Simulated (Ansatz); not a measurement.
## FeO: uniaxial strain ε_xx = −4.15 %

Start from FeO in the rock salt structure (space group Fm-3m, No. 225; a = 4.2659 Å; ferromagnetic; relaxed with 0.1 eV smearing). Axes: x, y, z lie along the cube axes.

One thing is altered: uniaxial strain ε_xx = −4.15 %, all other strain components held at zero; the atoms relax in the strained cell.

All numbers come from plane-wave PAW DFT at the r2SCAN level (Ansatz, an electronic-structure program, 500 eV), no SOC. Γ-centred 23×23×23 mesh, Fermi–Dirac width 0.1 eV.

```csv
quantity,base,changed,shift
volume per atom,9.70 Å³,9.30 Å³,-0.40 Å³
space group,Fm-3m (No. 225),I4/mmm (No. 139),–
shortest interatomic distance,4.031 bohr,3.863 bohr,-0.1673 bohr
energy relative to the base (free energy F),0 meV/atom,+19 meV/atom,+19 meV/atom
"pressure (mean of the normal stresses, compression positive)",0.0 GPa,10.5 GPa,+10.5 GPa
band gap,zero,zero,–
magnetic state,ferromagnetic,ferromagnetic,–
largest site moment,3.51 μB,3.46 μB,-0.059 μB
"stress (xx, yy, zz, yz, xz, xy; compression positive)",–,"(16.6, 7.5, 7.5, 0.0, 0.0, 0.0) GPa",–
```

Final structure:

```
CELL_PARAMETERS angstrom
      0.00000     2.13296     2.13296
      2.04444     0.00000     2.13296
      2.04444     2.13296     0.00000
ATOMIC_POSITIONS crystal
  O  0.00000 0.00000 0.00000
  Fe 0.50000 0.50000 0.50000
```

Cost of the whole job for the changed cell (relaxation, final SCF and bands): very roughly 4 core-minutes.

Whether these cells are dynamically stable was not tested. No Hubbard U is applied and the magnetic state is the run's own (FeO ferromagnetic); other magnetic orders, which need larger cells, were not tried and can change the gap. In its common phase, real FeO is an antiferromagnetic insulator at low temperature.
